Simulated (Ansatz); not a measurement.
An Ansatz (an electronic-structure program) run: Rh with a change (Rh → Bi); PBEsol (Ansatz, PAW, scalar-relativistic without spin-orbit coupling).

Input:

Ansatz 0.2 input:
```yaml
crystal:
  lattice:
    - [0, 2.4713018464, 2.4713018464]
    - [2.4713018464, 0, 2.4713018464]
    - [2.4713018464, 2.4713018464, 0]
  atoms:
    - { symbol: Bi, position: [0, 0, 0] }
basis: { ecutwfc: 420, ecutrho_ratio: 4, xc_grid: 2, fft_grid_basis: typed }
kpoints: { mp_grid: { grid: [16, 16, 16] } }
hamiltonian:
  xc: pbesol
  dispersion: none
  pseudopotentials: { kind: paw }
scf: { occupations: { method: fermi_dirac, width: 0.05 }, convergence: { dr2_threshold: 0.0000000001 } }
output: { forces: true, stress: true }
checkpoint: { write: state.ck, write_every: 1000 }
```

Output (explanatory and most iteration lines left out):

```
Pseudopotential: Bi, paw, valence charge 15
Crystal: 1 atoms, lattice volume = 30.186 Å³
Basis set: ecut = 420 eV, 609 PW (Γ), exchange–correlation on 48×48×48 points (8 copies of the dense FFT grid, shifted against one another)
Bands: 12, of which v1, the nominal top of the filled ones, is band 8 counted from 1 (7 counted from 0)
Symmetry: 48 space group operations
Space group: Fm-3m (ITA 225), of the structure as read, at distance tolerance 3.1e-5 Å
k-points: 145 of 4096
Functional: x = pbesol(κ = 0.804, μ = 0.12345679012345678), c = pbesol(β = 0.046)
SCF iter   1: F=—  HF=-12241.864609 eV  |F-HF|=—  |Δ(HF+E_count)|=         —  Δρ=8.99e-4  dr2=2.23e-4  ethr=1.77e-3  ⟨swp⟩=5.4  Hψ=10050  notcnv=0
SCF iter   2: F=—  HF=-12241.863996 eV  |F-HF|=—  |Δ(HF+E_count)|=   6.13e-4  Δρ=6.91e-4  dr2=1.35e-4  ethr=1.49e-6  ⟨swp⟩=2.5  Hψ=4038  notcnv=0
SCF 1 converged in 8 iterations: F = -12241.863961 eV  dr2 = 6.76e-12
SCF converged after 8 iterations
Free energy (F): -12241.863961 eV
Internal energy: -12241.856260 eV  (E = F + TS)
E sigma→0 (E₀):  -12241.860110 eV
Entropy (-TS):   -0.007700 eV (-7.700 meV/atom)
Fermi energy:    12.183594 eV
--- Forces (eV/Å), atoms counted from 1 ---
  atom   1  Bi    -0.00000000    -0.00000000    -0.00000000
--- Stress (GPa, compression-positive) ---
        0.000005      -0.000000       0.000000
        0.000000       0.000005      -0.000000
       -0.000000       0.000000       0.000005
  P = ⅓ Tr σ = 0.0000 GPa (0.000 kbar)
```

Whether these cells are dynamically stable was not tested. The final runs are not spin-polarised. The cell was made from Rh by this change: Rh → Bi; the result is a hypothetical phase, not in the database extracts checked.
